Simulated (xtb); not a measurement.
xtb 6.7.1, GFN2-xTB: Si(Vi)(OMe)3 anion (C=C[Si](OC)(OC)OC), charge -1, multiplicity 2, 21 atoms. The geometry is a generated start, not checked to be a minimum at this level.

- run flags: --grad
- method: GFN2-xTB
- --acc: 1 (default)
- --etemp (K): 300 (default)
- basis functions: 54
- valence electrons: 55

```xyz
21

C      0.7683    -1.9965    -1.9460
C      0.0317    -0.9290    -1.6827
Si    -0.1447    -0.0924    -0.0034
O      0.1272     1.5233    -0.1083
C      1.2932     2.1674    -0.5411
O      0.9066    -0.8863     0.9427
C      1.0722    -0.7846     2.3307
O     -1.6087    -0.2131     0.6817
C     -2.8211     0.3577     0.2746
H      1.3412    -2.4731    -1.1697
H      0.8272    -2.4340    -2.9314
H     -0.5276    -0.4834    -2.4991
H      1.1274     3.2419    -0.4603
H      2.1489     1.8822     0.0765
H      1.5186     1.9092    -1.5792
H      0.2115    -1.2124     2.8471
H      1.1838     0.2570     2.6405
H      1.9729    -1.3408     2.5975
H     -2.7549     1.4485     0.2877
H     -3.5893     0.0288     0.9756
H     -3.0843     0.0300    -0.7334
```

Charge -1 and multiplicity 2 are set for this test and not shown to be the ground state. GFN-xTB has no spin term: --uhf 1 sets the occupations alone.

One run each on 1 thread. Values of broydamp tried: 0.02, 0.05, 0.1, 0.2, 0.4 (default), 0.6, 0.8, 1.

Question: Predict the course of the SCC iterations along this series.

Answer: Fewest SCC iterations, within one of each other: 0.4 (default) with 14, 0.6 with 14. The count rises to 24 at 0.02. All converge to one solution.

```tsv
broydamp	SCC iterations	end
0.02	24	same solution
0.05	21	same solution
0.1	18	same solution
0.2	16	same solution
0.4 (default)	14	same solution
0.6	14	same solution
0.8	16	same solution
1	18	same solution
```
